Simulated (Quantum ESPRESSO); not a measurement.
Density of states of VH2 (Fm-3m, 3 atoms in the cell).

```
CELL_PARAMETERS angstrom
     -2.13550     0.00000     2.13550
      0.00000     2.13550     2.13550
     -2.13550     2.13550     0.00000
ATOMIC_POSITIONS crystal
  V  0.00000 0.00000 0.00000
  H  0.25000 0.25000 0.25000
  H  0.75000 0.75000 0.75000
```
Moments meant for the start (each program seeds them in its own way; μB, in the order of the atoms V H H): 2.0 0.0 0.0.

Level of theory: PBEsol, SSSP 1.1.2 efficiency (PBE) pseudopotentials (plane waves; Quantum ESPRESSO 7.5).

SCF settings: ecutwfc = 55 Ry; ecutrho = 440 Ry; occupations = smearing; smearing = cold; degauss = 0.0073499 Ry; nspin = 2; input_dft = pbesol; potentials = {V: v_pbe_v1.4.uspp.F.UPF, H: H.pbe-rrkjus_psl.1.0.0.UPF}; K_POINTS = automatic 11 11 11 0 0 0; conv_thr = 1e-10 Ry; mixing_beta = 0.5. Keys of the DOS step: nscf.calculation = nscf; nscf.verbosity = high; nscf.occupations = tetrahedra_opt; nscf.nbnd = 15; nscf.startingwfc = random; nscf.diago_thr_init = 1e-06; nscf.diagonalization = cg; nscf.K_POINTS = automatic 22 22 22 0 0 0; dos.x.fildos = dos.dat; dos.x.Emin = -15 eV; dos.x.Emax = 30 eV; dos.x.DeltaE = 0.1 eV.

The starting cell comes from a database of published, mostly measured structures (it also holds non-ambient and calculated ones), without a prior relaxation at this level.

Total DOS (both spins), as means of the tabulated values in each energy bin; the zero is the program's Fermi level or highest filled level, and the curve is cut to this window:

(E (eV), states/eV/cell): (-7.75, 0.54); (-7.25, 0.62); (-6.75, 0.62); (-6.25, 1.09); (-5.75, 2.01); (-5.25, 0.79); (-4.75, 0.39); (-4.25, 0.22); (-3.75, 0.14); (-3.25, 0.23); (-2.75, 0.53); (-2.25, 0.79); (-1.75, 0.80); (-1.25, 0.82); (-0.75, 1.42); (-0.25, 1.26); (0.25, 1.90); (0.75, 1.87); (1.25, 2.90); (1.75, 1.43); (2.25, 0.91); (2.75, 0.52)

Around zero the curve holds about 1.4 states/eV/cell.
